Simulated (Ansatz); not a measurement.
ZrO2 (space group P2_1/c, No. 14)

```yaml
crystal:
  lattice:
    - [5.15426, 0.00000, 0.00000]
    - [0.00000, 5.22574, 0.00000]
    - [-0.87172, 0.00000, 5.25957]
  atoms:
    - { symbol: Zr, position: [0.27613, 0.04213, 0.20973] }
    - { symbol: Zr, position: [0.72387, 0.54213, 0.29027] }
    - { symbol: Zr, position: [0.72387, 0.95787, 0.79027] }
    - { symbol: Zr, position: [0.27613, 0.45787, 0.70973] }
    - { symbol: O, position: [0.06882, 0.33282, 0.34470] }
    - { symbol: O, position: [0.93118, 0.83282, 0.15530] }
    - { symbol: O, position: [0.93118, 0.66718, 0.65530] }
    - { symbol: O, position: [0.06882, 0.16718, 0.84470] }
    - { symbol: O, position: [0.44966, 0.75727, 0.47782] }
    - { symbol: O, position: [0.55034, 0.25727, 0.02218] }
    - { symbol: O, position: [0.55034, 0.24273, 0.52218] }
    - { symbol: O, position: [0.44966, 0.74273, 0.97782] }
```

Computed with r2SCAN (Ansatz, a program for electronic structure), no SOC. Γ-centred 5×5×5 mesh, Fermi–Dirac width 0.05 eV.

| Item | Result |
|---|---|
| Volume per atom | 11.81 Å³ |
| Density | 5.78 g/cm³ |
| Band gap | 4.16 eV, indirect, Γ → Y₂ |
| Total energy | -1779.409 eV/atom (σ→0; compares only within this code and set-up) |

Whether these cells are dynamically stable was not tested.
